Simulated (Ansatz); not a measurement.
Consider La-vacancy pair (La on one host Zr site, one Zr site vacant) in rock-salt ZrN, neutral cell. Computed with PBE, PAW (plane waves to 420 eV; Ansatz, a program for electronic structure).

Settings: 64 host sites, the relaxed PBE lattice, a 2×2×2 k-point mesh shifted by half a step, smearing 0.10 eV, spin-restricted, no image-charge correction. Energies are static. Spin-orbit coupling is left out. Forms of the defect that were not tried may lie lower.

Barriers: single points on a 3×3×3 k-point mesh shifted by half a step at the bands' geometries (they differ from the bands' own by up to 0.14 eV, and are uncertain by about as much).

Relaxed starting cell (atoms counted from 1):

```
CELL_PARAMETERS angstrom
      9.18939     0.00000     0.00000
      0.00000     9.18939     0.00000
      0.00000     0.00000     9.18939
ATOMIC_POSITIONS crystal
  La 0.99897 0.00971 0.00974
  Zr 0.99905 0.00877 0.49723
  Zr 0.99903 0.49718 0.00879
  Zr 0.99903 0.49257 0.49262
  Zr 0.49896 0.00227 0.00227
  Zr 0.49893 0.99869 0.49816
  Zr 0.49893 0.49807 0.99875
  Zr 0.49892 0.50145 0.50149
  N  0.26285 0.00013 0.00018
  N  0.24864 0.00033 0.50091
  N  0.24866 0.50088 0.00036
  N  0.24889 0.49970 0.49974
  N  0.73507 0.00009 0.00015
  N  0.74929 0.00031 0.50091
  N  0.74929 0.50086 0.00034
  N  0.74907 0.49969 0.49973
  Zr 0.99884 0.25176 0.74967
  Zr 0.99887 0.74961 0.25176
  Zr 0.99899 0.75118 0.75125
  Zr 0.49903 0.24847 0.24847
  Zr 0.49909 0.25222 0.75104
  Zr 0.49907 0.75097 0.25229
  Zr 0.49894 0.74821 0.74820
  N  0.25548 0.25052 0.25059
  N  0.24846 0.25133 0.74817
  N  0.24846 0.74816 0.25137
  N  0.24727 0.75008 0.75012
  N  0.74253 0.25051 0.25057
  N  0.74950 0.25134 0.74814
  N  0.74948 0.74810 0.25138
  N  0.75067 0.75008 0.75013
  Zr 0.25003 0.00302 0.25492
  Zr 0.24815 0.00050 0.74772
  Zr 0.24246 0.49434 0.25127
  Zr 0.25063 0.50106 0.74838
  Zr 0.74790 0.00295 0.25492
  Zr 0.74983 0.00060 0.74771
  Zr 0.75551 0.49436 0.25128
  Zr 0.74733 0.50095 0.74837
  N  0.99902 0.98539 0.26845
  N  0.99896 0.00196 0.73878
  N  0.99901 0.50635 0.25156
  N  0.99896 0.50116 0.74862
  N  0.49896 0.00135 0.24953
  N  0.49897 0.00231 0.75053
  N  0.49900 0.49890 0.25017
  N  0.49897 0.49849 0.74969
  Zr 0.25012 0.25488 0.00307
  Zr 0.24249 0.25125 0.49436
  Zr 0.24816 0.74768 0.00056
  Zr 0.25069 0.74834 0.50108
  Zr 0.74779 0.25486 0.00300
  Zr 0.75547 0.25123 0.49438
  Zr 0.74980 0.74768 0.00065
  Zr 0.74726 0.74834 0.50098
  N  0.99907 0.26842 0.98539
  N  0.99902 0.25152 0.50643
  N  0.99896 0.73871 0.00197
  N  0.99896 0.74856 0.50120
  N  0.49895 0.24948 0.00137
  N  0.49898 0.25014 0.49895
  N  0.49897 0.75049 0.00234
  N  0.49898 0.74964 0.49854
```

End state 1 differs by these moves (Å; atoms that move under 0.08 Å are left out):

| atom | element | Δx | Δy | Δz |
|---|---|---|---|---|
| 1 | La | 0.00 | 2.12 | 2.12 |
| 2 | Zr | 0.00 | -0.10 | 0.03 |
| 3 | Zr | 0.00 | 0.03 | -0.10 |
| 17 | Zr | 0.00 | -0.10 | 0.03 |
| 18 | Zr | 0.00 | 0.03 | -0.10 |
| 32 | Zr | 0.00 | -0.07 | -0.07 |
| 33 | Zr | -0.05 | -0.02 | 0.07 |
| 34 | Zr | 0.05 | 0.07 | -0.02 |
| 36 | Zr | 0.00 | -0.07 | -0.07 |
| 37 | Zr | 0.05 | -0.02 | 0.07 |
| 38 | Zr | -0.05 | 0.07 | -0.02 |
| 48 | Zr | 0.00 | -0.07 | -0.07 |
| 49 | Zr | 0.05 | -0.02 | 0.07 |
| 50 | Zr | -0.05 | 0.07 | -0.02 |
| 52 | Zr | 0.00 | -0.07 | -0.07 |
| 53 | Zr | -0.05 | -0.02 | 0.07 |
| 54 | Zr | 0.05 | 0.07 | -0.02 |

Question: What is the computed forward and backward barriers to end state 1 (PBE, PAW)?

Answer: forward 2.98 eV, backward 2.98 eV; at the saddle point atom 1 has neighbours 2 N at 2.16, 2 N at 2.78, 2 N at 2.80 Å. The saddle point's order was not checked, and it lies on a symmetry element of the cell, where a band can be held.
